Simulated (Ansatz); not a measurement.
Take ZrO2 (space group P4_2/nmc, No. 137) as the base.

```
ZrO2
1.0
    3.62082     0.00000     0.00000
    0.00000     3.62082     0.00000
    0.00000     0.00000     5.28425
Zr O
2 4
Cartesian
  0.00000   0.00000   0.00000
  1.81041   1.81041   2.64213
  0.00000   1.81041   1.01728
  0.00000   1.81041   3.65940
  1.81041   0.00000   1.62485
  1.81041   0.00000   4.26697
```

Level of theory: DFT with PBE, PAW potentials and a 420 eV plane-wave cutoff in Ansatz (a program for electronic structure), no SOC, earlier PAW set.

Before the change:

The band gap is 4.04 eV.

The change: an isotropic linear strain of +2.75 %, atoms relaxed at fixed cell.

Predict the new band gap.

The band gap decreases by 0.28 eV, from 4.04 eV to 3.76 eV.

Predict the new energy relative to the base.

The energy rises by 38 meV/atom.

What does the calculation give for the largest internal atomic displacement after the change?

The largest internal atomic displacement comes out as 0.088 Å.

No phonon test of stability was made. This is not the structure that ZrO2 has at room temperature and ambient pressure.
